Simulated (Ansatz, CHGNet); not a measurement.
For SnO (model structure, started from the 6H type, P6₃mc, No. 186, 12 atoms in the cell), the machine-learned potential CHGNet 0.3.0 (trained on PBE and PBE+U data) gives:

- lattice parameter a = 3.525 Å
- c axis length = 32.699 Å

**Question.** What does r²SCAN+rVV10 (PAW; Ansatz, a first-principles code) give for the same quantities?

**Answer.** 
- lattice constant a: 3.277 Å (falls by 7.0 %)
- lattice parameter c: 26.147 Å (decreases by 20 %)

Changes are worked out from the printed values.

Unless a cell is named, each level is at its own relaxed cell (CHGNet 0.3.0 29.33, r²SCAN+rVV10 20.26 Å³/atom).

Caveats: the cell has another shape than the first-principles one, perhaps another minimum in the same group (CHGNet 0.3.0); the cell moved over 20 % in volume from its start (CHGNet 0.3.0). Ansatz's density-functional and Hartree–Fock values are scalar-relativistic unless marked +SOC, with PAW data made under PBE.

A model structure was made by putting elements into a prototype or built by hand; it is no filed structure, need not be a known phase, and can be a saddle point held by its symmetry.
